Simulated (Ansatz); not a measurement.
## How the c axis length of TiTe2 (model structure, started from the 2H-MoS2 type, P6₃/mmc, No. 194, 6 atoms in the cell) moves with the method

No measured value is used here.

```
level (code)         value (Å)
-------------------  ---------
PBE (Ansatz)               ___
PBEsol (Ansatz)         13.468
PBE-D3(BJ) (Ansatz)     13.289
```

Q: Fill in the missing entries.

A: 
- PBE (Ansatz, a quantum-chemistry and plane-wave program), value (Å): 14.421

Ansatz's density-functional and Hartree–Fock values are scalar-relativistic unless marked +SOC, with PAW data made under PBE.

A model structure was made by putting elements into a prototype or built by hand; it is no filed structure, need not be a known phase, and can be a saddle point held by its symmetry.
